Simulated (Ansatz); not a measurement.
Consider GaSb in the zinc blende structure (space group F-43m, No. 216; a = 6.111 Å). Axes: x, y, z lie along the cube axes.

The values are results of Kohn–Sham DFT with the PBEsol functional, run in Ansatz (an electronic-structure program) with PAW and 420 eV plane waves, no spin-orbit coupling, not measurements.

Base values:

```
Quantity                         Value
-----------------------------  -------
Pressure                       0.0 GPa
Shortest interatomic distance  2.646 Å
```

Perturbation: uniaxial strain ε_zz = +3.00 %, all other strain components held at zero, atoms relaxed at fixed cell.

Q: What happens to the pressure?

A: The pressure (mean of the normal stresses, compression positive) goes from zero to -1.4 GPa.

Q: Predict the new shortest interatomic distance.

A: The shortest interatomic distance increases by 0.027 Å to 2.673 Å.

Whether these cells are dynamically stable was not tested. All final runs are without spin polarisation.
